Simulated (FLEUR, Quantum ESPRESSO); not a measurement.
A FLEUR input for a self-consistent single point of AlNi (Pm-3m, 2 atoms in the cell) (DFT, PBE, all-electron FLAPW (FLEUR), scalar-relativistic valence):

Input of the input generator:

```
AlNi FLAPW
&input film=f /
5.4040686959 0.0000000000 0.0000000000
0.0000000000 5.4040686959 0.0000000000
0.0000000000 0.0000000000 5.4040686959
1.0
1.0 1.0 1.0

2
13 0.5000000000 0.5000000000 0.5000000000
28 0.0000000000 0.0000000000 0.0000000000

&comp jspins=1 /
&kpt div1=15 div2=15 div3=15 /
&end /
```

```xml
<?xml version="1.0" encoding="UTF-8" standalone="no"?>
<fleurInput fleurInputVersion="0.39">
   <comment>
      AlNi FLAPW                                                                                          
   </comment>
   <calculationSetup>
      <cutoffs Kmax="4.6" Gmax="18.4" GmaxXC="18.4" numbands="0"/>
      <scfLoop itmax="80" minDistance="0.00001" maxIterBroyd="15" imix="Anderson" alpha="0.05" precondParam="0.0" spinf="2.0"/>
      <coreElectrons ctail="T" frcor="F" kcrel="0" coretail_lmax="0"/>
      <xcFunctional name="pbe" relativisticCorrections="F"/>
      <magnetism jspins="1"/>
      <soc l_soc="F" theta="0.0" phi="0.0" spav="F"/>
      <expertModes spex="0" secvar="F"/>
      <geometryOptimization l_f="T" forcealpha="1.0" forcemix="BFGS" epsdisp="0.00001" epsforce="0.00001"/>
      <ldaU l_linMix="F" mixParam="0.05" spinf="1.0"/>
   </calculationSetup>
   <cell>
      <bzIntegration valenceElectrons="19.0" mode="gauss" fermiSmearingEnergy="0.00499791">
         <kPointListSelection listName="default-1"/>
         <!-- k-points included here -->
         <xi:include xmlns:xi="http://www.w3.org/2001/XInclude" href="kpts.xml"> </xi:include>
      </bzIntegration>
      <!-- symmetry operations included here -->
      <xi:include xmlns:xi="http://www.w3.org/2001/XInclude" href="sym.xml"> </xi:include>
      <bulkLattice scale="1.0">
         <bravaisMatrix>
            <row-1>    5.4040686959000004     0.0000000000000000     0.0000000000000000</row-1>
            <row-2>    0.0000000000000000     5.4040686959000004     0.0000000000000000</row-2>
            <row-3>    0.0000000000000000     0.0000000000000000     5.4040686959000004</row-3>
         </bravaisMatrix>
      </bulkLattice>
   </cell>
   <atomSpecies>
      <species name="Aluminum (Al)" element="Al" atomicNumber="13">
         <mtSphere radius="1.72" gridPoints="595" logIncrement="0.019"/>
         <atomicCutoffs lmax="8" lnonsphr="6"/>
         <electronConfig flipSpins="F">
            <coreConfig>(1s1/2) (2s1/2) (2p1/2) (2p3/2)</coreConfig>
            <valenceConfig>(3s1/2) (3p1/2) (3p3/2)</valenceConfig>
            <stateOccupation state="(3p1/2)" spinUp="0.1666666666667" spinDown="0.1666666666667"/>
            <stateOccupation state="(3p3/2)" spinUp="0.3333333333333" spinDown="0.3333333333333"/>
         </electronConfig>
         <energyParameters s="3" p="3" d="3" f="4"/>
      </species>
      <species name="Nickel (Ni)" element="Ni" atomicNumber="28">
         <mtSphere radius="2.52" gridPoints="869" logIncrement="0.014"/>
         <atomicCutoffs lmax="10" lnonsphr="8"/>
         <electronConfig flipSpins="F">
            <coreConfig>(1s1/2) (2s1/2) (2p1/2) (2p3/2) (3s1/2)</coreConfig>
            <valenceConfig>(3p1/2) (3p3/2) (4s1/2) (3d3/2) (3d5/2)</valenceConfig>
            <stateOccupation state="(3d3/2)" spinUp="1.6" spinDown="1.6"/>
            <stateOccupation state="(3d5/2)" spinUp="2.4" spinDown="2.4"/>
         </electronConfig>
         <energyParameters s="4" p="4" d="3" f="4"/>
         <lo type="SCLO" l="1" n="3" eDeriv="0"/>
      </species>
   </atomSpecies>
   <atomGroups>
      <atomGroup species="Aluminum (Al)">
         <relPos label="                   1">1.000/2.000 1.000/2.000 1.000/2.000</relPos>
         <force calculate="T" relaxXYZ="TTT"/>
      </atomGroup>
      <atomGroup species="Nickel (Ni)">
         <relPos label="                   2">.0000000000 .0000000000 .0000000000</relPos>
         <force calculate="T" relaxXYZ="TTT"/>
      </atomGroup>
   </atomGroups>
   <output dos="F" band="F" slice="F">
      <checks vchk="F" cdinf="F"/>
      <bandDOS minEnergy="-.5*Htr" maxEnergy="0.5*Htr" sigma="0.015" storeEVData="T"/>
      <vacuumDOS vacdos="F" integ="F" star="F" nstars="0" locx1="0.0" locy1="0.0" locx2="0.0" locy2="0.0" nstm="0" tworkf="0.0"/>
      <unfoldingBand unfoldBand="F" supercellX="1" supercellY="1" supercellZ="1"/>
      <plotting iplot="0" polar="F">
         <plot TwoD="T" vec1="  1.0  0.0  0.0" vec2="  0.0  1.0  0.0" vec3="  0.0  0.0  1.0" zero="  0.0  0.0  0.0" file="plot"/>
      </plotting>
      <chargeDensitySlicing numkpt="0" minEigenval="0.0" maxEigenval="0.0" nnne="0" pallst="F"/>
      <specialOutput eonly="F"/>
      <magneticCircularDichroism mcd="F" energyLo="-10.0" energyUp="0.0"/>
   </output>
  <!-- We include the file relax.xml here to enable relaxations (see documentation) -->
  <xi:include xmlns:xi="http://www.w3.org/2001/XInclude" href="relax.xml"> <xi:fallback/> </xi:include>
</fleurInput>
```

Q: Give the Quantum ESPRESSO input for the same structure, mesh, smearing and functional.

A: This is the input that was run; spellings and numerical settings could be chosen otherwise.

```fortran
&control
    calculation = 'scf',
    prefix = 'pwscf',
    outdir = './work',
    pseudo_dir = './',
    verbosity = 'high',
    tprnfor = .true.,
    tstress = .true.,
/
&system
    ibrav = 0,
    nat = 2,
    ntyp = 2,
    ecutwfc = 100,
    occupations = 'smearing',
    smearing = 'gauss',
    degauss = 0.0099958,
/
&electrons
    conv_thr = 1.0d-10,
    mixing_beta = 0.7,
/
ATOMIC_SPECIES
Al    26.9815  Al.upf
Ni    58.6934  Ni.upf
ATOMIC_POSITIONS angstrom
Al    1.4298550000    1.4298550000    1.4298550000
Ni    0.0000000000    0.0000000000    0.0000000000
K_POINTS automatic
15 15 15  0 0 0
CELL_PARAMETERS angstrom
   2.8597100000     0.0000000000     0.0000000000
   0.0000000000     2.8597100000     0.0000000000
   0.0000000000     0.0000000000     2.8597100000
```

Basis, cutoffs, solver keys and any potentials are the target program's own. This input uses DFT, PBE, plane waves, PseudoDojo standard norm-conserving (PBE) pseudopotentials.

The starting cell comes from a database of computed structures (which also holds hypothetical and non-ambient phases and stackings), without a prior relaxation at this level.
